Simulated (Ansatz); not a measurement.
A series of runs on LuB₂Ru₃ (P6/mmm, 6 atoms in the cell)

LuB₂Ru₃ is modelled in the hexagonal space group P6/mmm (No. 191), Pearson symbol hP6. Cell: a = 5.439 Å, b = 5.439 Å, c = 3.016 Å, α = 90.00°, β = 90.00°, γ = 120.00°. Ru on 3g is surrounded by 4 B at 2.177 Å and 4 Ru at 2.719 Å and 2 Ru at 3.016 Å and 4 Lu at 3.110 Å. Lu on 1a is coordinated by 12 Ru at 3.110 Å and 6 B at 3.140 Å. B on 2c sees 6 Ru at 2.177 Å and 3 Lu at 3.140 Å. (Neighbours: up to the widest gap in distance over summed covalent radii, below 1.35, at either atom; cation-cation and far metal-metal contacts left out.)

Base run A: PBEsol, default PAW files made with PBE (Ansatz, an electronic-structure program), self-consistent single point.

Its settings: basis.ecutwfc = 420 eV; kpoints.mp_grid.grid = 4 4 6; hamiltonian.xc = pbesol; hamiltonian.pseudopotentials = {kind: paw} (the program's default PAW files); scf.occupations.method = methfessel_paxton; scf.occupations.width = 0.05 eV.

The starting cell comes from a database of published, mostly measured structures (it also holds non-ambient and calculated ones), without a prior relaxation at this level. Spin polarisation is off. In the base run, with a pressure of about -4 GPa the cell is away from its equilibrium volume at this level. Ansatz's pressure includes its estimate of the finite-basis (Pulay) stress. Without a gap this mesh is coarse (it stands for a supercell whose shortest vector is 18 Å).

ΔF is the free energy per atom less that of run A. 

Runs:
- B: scf.algorithm: default → direct_min
- C: scf.eigensolver.kind: default (the program chose band_cg) → davidson
- D: basis.precision: default → f64
- E: scf.self_checks: default → high

```csv
run,ΔF (meV/atom),pressure (GPa),iterations
A,0.00,-4.03,8
B,0.00,-4.03,10
C,0.00,-4.03,8
D,0.00,-4.03,8
E,0.00,-4.03,8
```

Runs B, C, D, E gave the same state as A (within 1 meV/atom).

Keys are those of Ansatz 0.2.
